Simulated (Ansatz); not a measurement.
CaC₂ (C2/m, No. 12; cell taken from a computed entry), treated with r²SCAN (Ansatz, a first-principles code, PAW).

Settings: plane-wave cutoff 500 eV, 12×12×6 k mesh (along the axes of the cell as run), Fermi–Dirac smearing 0.05 eV, scalar-relativistic PAW data made under PBE.

Computed at the level's own relaxed cell.

Estimate the volume per atom and band gap that the calculation returns.


volume per atom: 16.15 Å³/atom
band gap: 2.63 eV (on the SCF k mesh)

Note: the relaxation could not lower the start's symmetry, so the cell can be a saddle point above a distorted one.

Computed values are for the static lattice.

Cost on a shared machine: very roughly 6 core-minutes.
